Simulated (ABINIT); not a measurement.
Input and output of a self-consistent single point for CaMg3 (P-6m2, 4 atoms in the cell) (ABINIT).

Level of theory: PBEsol, norm-conserving pseudopotentials (PseudoDojo nc-sr-04 PBEsol standard) (plane waves; ABINIT 10.0.3).

The change in words: lattice scaled by 0.98. Reference geometry:
```
CaMg3
1.0
    3.40907     0.00000     0.00000
   -1.70453     2.95234     0.00000
    0.00000     0.00000    10.88068
Ca Mg
1 3
Direct
  0.00000   0.00000   0.50000
  0.00000   0.00000   0.00000
  0.66667   0.33333   0.76455
  0.66667   0.33333   0.23545
```

Reference input (self-consistent single point, DFT, PBEsol, plane waves, norm-conserving pseudopotentials (PseudoDojo nc-sr-04 PBEsol standard)): pseudos = [Ca.upf, Mg.upf]; ecut = 84 Ry; occopt = 7; tsmear = 0.00367493 Ha; ngkpt = 9 9 3; nshiftk = 1; shiftk = 0 0 0; potentials = PseudoDojo nc-sr-04 PBEsol standard; nband = 27; kptopt = 1; nstep = 100; tolvrs = 1e-11. This run's input differs from it in these lines:

```diff
@@ -5,5 +5,5 @@
 rprim
-         6.4422083961    0.0000000565    0.0000000000
-        -3.2211042470    5.5791160992    0.0000000000
-         0.0000000000    0.0000000000   20.5615052497
+         6.3133644097   -0.0000002838    0.0000000000
+        -3.1566819591    5.4675341040    0.0000000000
+         0.0000000000    0.0000000000   20.1502743888
 natom 4
@@ -13,6 +13,6 @@
 xcart
-         0.0000000000    0.0000000000   10.2807526248
+         0.0000000000    0.0000000000   10.0751371944
          0.0000000000    0.0000000000    0.0000000000
-         3.2211041817    1.8597054041   15.7202988387
-         3.2211041817    1.8597054041    4.8412064110
+         3.1566822868    1.8225111788   15.4058922840
+         3.1566822868    1.8225111788    4.7443821048
 ecut 84 Ry
```

Output, abridged:

```
--- !BeginCycle
solver: {iscf: 7, nstep: 100, nline: 4, wfoptalg: 0, }
tolerances: {tolvrs: 1.00E-11, }
...

     iter   Etot(hartree)      deltaE(h)  residm     vres2
 ETOT  1  -216.09110167661    -2.161E+02 2.360E-01 2.405E+04
 ETOT  2  -216.43456055820    -3.435E-01 2.605E-02 7.768E+03
 ETOT  3  -216.54741772327    -1.129E-01 1.141E-02 2.836E+01
 ETOT  4  -216.54789080026    -4.731E-04 5.071E-03 5.119E-01
 ETOT  5  -216.54790158758    -1.079E-05 1.780E-03 1.329E-01
   [... 2 lines left out ...]
 ETOT  8  -216.54790418129    -3.376E-10 1.335E-04 6.261E-06
 ETOT  9  -216.54790418142    -1.243E-10 9.491E-05 3.188E-08
 ETOT 10  -216.54790418142    -4.064E-12 4.896E-05 2.720E-10
 ETOT 11  -216.54790418143    -6.850E-12 4.487E-05 6.848E-12
 At SCF step   11       vres2   =  6.85E-12 < tolvrs=  1.00E-11 =>converged.

 Cartesian components of stress tensor (hartree/bohr^3)
  sigma(1 1)= -4.84715891E-05  sigma(3 2)=  0.00000000E+00
  sigma(2 2)= -4.84715890E-05  sigma(3 1)=  0.00000000E+00
  sigma(3 3)= -2.05941641E-05  sigma(2 1)=  1.66965130E-14

 ----iterations are completed or convergence reached----

 reduced coordinates (array xred) for    4 atoms
       0.000000000000      0.000000000000      0.500000000000
       0.000000000000      0.000000000000     -0.000000000000
       0.666666666667      0.333333333333      0.764550000002
       0.666666666667      0.333333333333      0.235449999998
 cartesian forces (eV/Angstrom) at end:
    1      0.00000000000000    -0.00000000000000     0.00000000000000
   [... lines left out ...]
 Fermi (or HOMO) energy (hartree) =   0.15437   Average Vxc (hartree)=  -0.31999
   [... lines left out ...]
total_energy        : -2.16547904181427E+02
total_energy_eV     : -5.89256814475932E+03
band_energy         : -4.72614802565539E+01
...

-Cartesian components of stress tensor (GPa)         [Pressure=  1.1527E+00 GPa]
- sigma(1 1)= -1.42608315E+00  sigma(3 2)=  0.00000000E+00
- sigma(2 2)= -1.42608314E+00  sigma(3 1)=  0.00000000E+00
- sigma(3 3)= -6.05901125E-01  sigma(2 1)=  4.91228289E-10

 Calculation completed.
```

The run converged in 11 iterations. Against the reference run the free energy goes up by 2.9 meV/atom, the pressure goes from -0.53 to 1.15 GPa and the largest force moves little (0.002 to 0.001 eV/Å).

The starting cell comes from a database of computed structures (which also holds hypothetical and non-ambient phases and stackings), without a prior relaxation at this level. For this run, on top of that: lattice scaled by 0.98.

Cost on one core of a shared machine: roughly 2 min.
